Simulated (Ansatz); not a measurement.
Functionals compared on a constructed model of the (111)A surface of 3C silicon carbide, Si-terminated, (√3x√3)R30° Ga adatom at H3 (bottom of the slab: 3 H on 3 bottom sites), in Ansatz (plane waves, PAW). The structure was relaxed with PBE; the other rows are single points on it. Cutoff 420 eV (500 eV for r2SCAN). HSE06 used the coarser mesh 4x4x1.

Slab: 28 atoms, 11.0 Å thick at the start with caps and adatoms (thin: gaps and levels are the slab's own); k 6x6x1, smearing 0.025 eV, dipole-corrected; 6 atoms held, the rest relaxed; symmetry of the start imposed; no spin, no spin-orbit, no U. In PBE it lies 0.20 eV a 1x1 cell over the lowest computed structure of the same composition ((√3x√3)R30° Ga adatom at T4). These notes are the PBE run's.

```csv
functional,gap of the slab on its k-mesh (eV),highest filled level below the top vacuum level (eV),rough cost of the single point
PBE,1.16,4.47,–
r2SCAN,___,___,around 60 core-seconds (rough)
```

**Question.** What belongs in the gaps?

**Answer.** 
- r2SCAN, gap of the slab on its k-mesh (eV): 1.34
- r2SCAN, highest filled level below the top vacuum level (eV): 4.65

Ansatz is a quantum-chemistry and plane-wave program.
